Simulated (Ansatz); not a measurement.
**BeSe under a change: biaxial strain +2.00 %, plane normal [001], relaxed out of plane**

Take BeSe in the zinc blende structure (space group F-43m, No. 216; a = 5.082 Å) as the base. Axes: x, y, z lie along the cube axes.

The change: tensile biaxial strain of 2.00 % in the plane normal to [001], as in epitaxy on a mismatched substrate; the out-of-plane cell vector and the atoms relax.

Level of theory: LDA (Ansatz, a first-principles code), spin-orbit coupling left out. k-mesh 11×11×11 (Γ-centred); smearing 0.05 eV (Fermi–Dirac).

```csv
quantity,base,changed,shift
volume per atom,16.40 Å³,16.78 Å³,+0.38 Å³
space group,F-43m (No. 216),I-4m2 (No. 119),–
shortest interatomic distance,2.200 Å,2.218 Å,+0.0173 Å
energy relative to the base (free energy F),0 meV/atom,+5.8 meV/atom,+5.8 meV/atom
"pressure (mean of the normal stresses, compression positive)",-0.01 GPa,-1.84 GPa,-1.83 GPa
band gap,2.40 eV,2.16 eV,-0.24 eV
gap character,–,"indirect, Γ → M",–
electron mass,"0.83 mₑ along k, 0.26 mₑ across (at X)","0.80 mₑ along k, 0.27 mₑ across (at X)",–
"valence-band top at Γ (three highest levels, from the VBM)","0.00, 0.00, 0.00 eV","0.00, -0.19, -0.19 eV",–
out-of-plane strain,–,-1.68 %,–
ratio −ε⊥/ε∥,–,0.84,–
mean in-plane stress (compression positive),–,-2.8 GPa,–
```

Final structure (turned so that z lies along the plane normal):

```
CELL_PARAMETERS angstrom
      3.66512     0.00000     0.00000
      0.00000     3.66512     0.00000
      1.83256    -1.83256     2.49811
ATOMIC_POSITIONS crystal
  Be 0.00000 0.00000 0.00000
  Se 0.75000 0.75000 0.50000
```

Effective masses come from finite differences of ±0.01 Å⁻¹. Along k means along the line from Γ to the band edge. Whether these cells are dynamically stable was not tested. Labels are those of the standard path for the cell's own space group.
